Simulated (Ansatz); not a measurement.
Take BeTe in the zinc blende structure (space group F-43m, No. 216; a = 5.554 Å) as the base. Axes: x, y, z lie along the cube axes.

All numbers come from Kohn–Sham DFT with the LDA functional, run in Ansatz (an electronic-structure program) with PAW and 420 eV plane waves, without spin-orbit coupling.

Strains are applied to the cell and any free atomic positions relax.

One change was made to it. Results:

The smallest direct gap drops by 0.16 eV, from 3.59 eV to 3.43 eV; the band gap drops by 0.09 eV to 1.70 eV; the valence-band top at Γ (three highest levels, from the VBM) becomes 0.00, -0.08, -0.15 eV (base: 0.00, 0.00, 0.00 eV).

Question: Which change produced these results?
(A) tensor shear ε_xy = +1.43 %
(B) tensor shear ε_xy = +0.86 %
(C) tensor shear ε_xy = +2.00 %

Answer: B, tensor shear ε_xy = +0.86 %. For comparison, the band gap in the other runs: tensor shear ε_xy = +2.00 % gives 1.52 eV; tensor shear ε_xy = +1.43 % gives 1.62 eV.

Spin-orbit coupling, missing from the scalar runs, can matter with Te. Whether these cells are dynamically stable was not tested.
